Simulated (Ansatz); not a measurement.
The starting structures come from a database of crystals and need not be the phases stable at ambient conditions.

By PBEsol, the system below comes out a metal.

A figure of merit of an interconnect metal is its ballistic conductance per area.

```xyz
8
Lattice="4.9453 0.0000 0.0000 0.0000 4.9453 0.0000 0.0000 0.0000 4.9453" Properties=species:S:1:pos:R:3 pbc="T T T"
Ga     0.0000     0.0000     0.0000
Ga     2.4726     2.4726     2.4726
Mo     3.7090     0.0000     2.4726
Mo     1.2363     0.0000     2.4726
Mo     2.4726     1.2363     0.0000
Mo     2.4726     3.7090     0.0000
Mo     0.0000     2.4726     3.7090
Mo     0.0000     2.4726     1.2363
```

Space group of this cell: Pm-3n, A15 (Cr3Si type). The cell is taken as given; by PBEsol its mean pressure is -4.9 GPa.

The current flows along the normal of the first two printed cell vectors, the (001) plane of the conventional cell. No spin-orbit coupling; the value is a mean over 0.1 eV about the Fermi level.

Task: State the ballistic conductance per area according to PBEsol (Ansatz, an electronic-structure program).

Result: 0.60 × 10¹⁵ S/m² for both spins.
